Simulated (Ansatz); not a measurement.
silicon: the defect O interstitial started at a bond centre + As on the Si site (second shell)

The numbers are results of PBE, PAW (plane waves to 420 eV; Ansatz, a first-principles code), not measurements. The supercell holds 64 host sites (2×2×2 repeats of the unit cell), with a 2×2×2 shifted k-point sampling for the final energies. Sites at the start: bond centre of Si and Si, 2.37 Å; Si 2.73 Å away. Charged cells carry a point-charge image correction with potential alignment at far atoms. Dielectric constants: PBE linear response of the host. Host gap at this level: 0.61 eV. These values are not converged in cell size to better than tenths of an eV. Levels are measured in PBE's own, too narrow, gap. Spin–orbit coupling is left out. Each state is the lowest found from its start.

```
charge         moment (μB)  point group  largest move off a lattice site (Å)  image correction with alignment (eV)
------  ------------------  -----------  -----------------------------------  ------------------------------------
+1      not spin-polarised      near Cs                                 0.41                                  0.26
0†                quenched            –                                 0.42                                  0.00
−1†     not spin-polarised            –                                 0.43                                 -0.05
```

† Not settled in this cell, so no level is given: charge 0: a level filled in part, carriers not clearly localised, level within 0.1 eV of a band edge or past it; charge −1: carriers not clearly localised, level within 0.1 eV of a band edge or past it.

Point groups are those of the whole cell at tolerances of 0.03 and 0.1 Å ("near" where only the looser one holds); none is given for unsettled states.

Starting moments that weren't kept: charge 0 began with 1 μB and ended with 0.0.
